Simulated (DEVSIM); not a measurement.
Device: illuminated Si p-on-n cell, one wavelength, at 250 K.

```
layer (left to right)  material  thickness (μm)  Nd (cm⁻³)  Na (cm⁻³)  τn (s)  τp (s)  absorption coefficient (cm⁻¹)
---------------------  --------  --------------  ---------  ---------  ------  ------  -----------------------------
1                            Si           0.270          -     2.3e18  9.5e-9  1.3e-8                            640
2                            Si            63.0     2.6e17          -  2.2e-7  2.2e-7                            640
```

Left contact: ohmic, minority electron recombination velocity 4e6 cm/s. Right contact: ohmic, minority hole recombination velocity 1e5 cm/s. Voltage is applied to the left contact. Recombination: SRH at mid-gap, radiative, Auger. Light enters at the left, 7.4e16 photons cm⁻² s⁻¹, one pass, no reflection. Mobility is constant in doping.

This is a model device: material constants are rounded textbook-type values typed into the input, and sizes, dopings and lifetimes were drawn at random. Values at 300 K; Nc and Nv go as T^1.5, mobilities as T to minus their exponent, the gap by Varshni's rule with the affinity fixed.

| parameter | Si |
|---|---|
| gap (eV) | 1.124 |
| affinity (eV) | 4.05 |
| permittivity | 11.7 |
| Nc (cm⁻³) | 2.86e19 |
| Nv (cm⁻³) | 3.1e19 |
| μn (cm²/Vs) | 1417 |
| μp (cm²/Vs) | 470 |
| T exponent of μn | 2.3 |
| T exponent of μp | 2.2 |
| B (cm³/s) | 4.7e-15 |
| Cn (cm⁶/s) | 2.8e-31 |
| Cp (cm⁶/s) | 9.9e-32 |
| Varshni α (eV/K) | 0.000473 |
| Varshni β (K) | 636 |

DEVSIM, 1D drift-diffusion, Boltzmann statistics, complete ionisation; no tunnelling, impact ionisation, image-force lowering or self-heating.

The photon flux was swept, all else fixed.

```tsv
photon flux (cm^-2 s^-1)	largest power (mW/cm²)	open-circuit voltage (V)	short-circuit current (mA/cm²)	fill factor
2.2e15	0.0907	0.570	0.190	0.84
7.4e15	0.322	0.597	0.640	0.84
2.2e16	1.00	0.621	1.90	0.85
7.4e16	3.55	[?]	[?]	0.86
2.2e17	11.0	0.670	19.0	0.86
7.4e17	38.5	0.697	64.0	0.86
2.2e18	119	0.720	190	0.87
```

Task: Complete the blanks.

Result: 
- 7.4e16, open-circuit voltage (V): 0.647
- 7.4e16, short-circuit current (mA/cm²): 6.40
